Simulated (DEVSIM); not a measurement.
Device: Cr/Al2O3/p-Ge capacitor, at 300 K.

```tsv
layer (left to right)	material	thickness (nm)	Na (cm⁻³)
1	Al2O3	22.0	-
2	Ge	7900	5.7e15
```

Metal gate on the left, work function 4.5 eV. Fixed charge at the semiconductor interface -9.4e10 cm⁻² (in units of +e); no interface traps.

The device is made up for the run: typed textbook-type constants, with dimensions and the other settings drawn at random. Values at 300 K.

```
parameter      Al2O3       Ge
-------------  -----  -------
gap (eV)         6.8    0.664
affinity (eV)   1.35        4
permittivity       9       16
Nc (cm⁻³)          -  1.04e19
Nv (cm⁻³)          -     6e18
```

DEVSIM, 1D Poisson equation in equilibrium, Boltzmann statistics, complete ionisation; no quantum confinement or tunnelling. Metal contacts follow the ideal Schottky-Mott rule: no Fermi-level pinning, no interface dipoles.

Task: Give the band bending (positive: bands bend down) and minority sheet density.

Result: 
```csv
Vg (V),ψs (V),minority carriers (cm⁻²)
-0.85,-0.180,< 1e8
-0.7,-0.169,< 1e8
-0.55,-0.155,< 1e8
-0.4,-0.138,< 1e8
-0.25,-0.113,< 1e8
-0.1,-0.074,< 1e8
0.05,-0.005,< 1e8
0.2,0.103,< 1e8
0.35,0.229,9.8e8
0.5,0.342,5.1e10
0.65,0.396,2.6e11
0.8,0.425,5.3e11
0.95,0.443,8.3e11
1.1,0.458,1.1e12
1.25,0.469,1.4e12
1.4,0.478,1.8e12
```
